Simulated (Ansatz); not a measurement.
The parent structure is ZnO (space group Pm-3n, No. 223; a = 5.577 Å; a hypothetical phase, not in the database extracts checked). Axes: x, y, z lie along the cube axes.

Method: PBEsol/PAW in Ansatz (a first-principles code), no SOC.

A first run, uniaxial strain ε_xx = +2.35 %, gives secant values C11 ≈ 170 GPa and C12 ≈ 78 GPa from its stress. A second run applies isotropic strain +1.12 %.

What does linear elasticity predict for the bulk modulus −ΔP/(ΔV/V₀) in the second run, and what does the run give?

Linear elasticity: (C11 + 2 C12)/3 = 110 GPa. The run gives 110 GPa; any difference comes from nonlinear terms at these strains and numerical noise.

Whether these cells are dynamically stable was not tested.
